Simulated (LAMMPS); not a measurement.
An MD run on Ag (fcc), 4000 atoms, at 1110 K and 0 GPa, heated as the crystal.

Model: classical MD, pair style eam, the elements' _u3.eam files (universal-3 set of Foiles, Baskes and Daw), run in LAMMPS.

```tsv
angle (°)	probability per degree, Ag-Ag-Ag
40.50	0.0000
43.50	0.0002
46.50	0.0017
49.50	0.0058
52.50	0.0130
55.50	0.0204
58.50	0.0238
61.50	0.0213
64.50	0.0157
67.50	0.0098
70.50	0.0056
73.50	0.0034
76.50	0.0031
79.50	0.0042
82.50	0.0062
85.50	0.0083
88.50	0.0094
91.50	0.0092
94.50	0.0080
97.50	0.0064
100.5	0.0051
103.5	0.0048
106.5	0.0061
109.5	0.0089
112.5	0.0126
115.5	0.0154
118.5	0.0170
121.5	0.0164
124.5	0.0138
127.5	0.0104
130.5	0.0072
133.5	0.0044
136.5	0.0027
139.5	0.0016
142.5	0.0010
145.5	0.0006
148.5	0.0004
151.5	0.0004
154.5	0.0007
157.5	0.0012
160.5	0.0021
163.5	0.0034
166.5	0.0047
169.5	0.0056
172.5	0.0054
175.5	0.0043
178.5	0.0016
```

The data show:
- state found: crystal; no diffusion seen in 30 ps
- most common Ag-Ag-Ag angle: in the 3° bin centred on 58.5° (mean of all 97°)
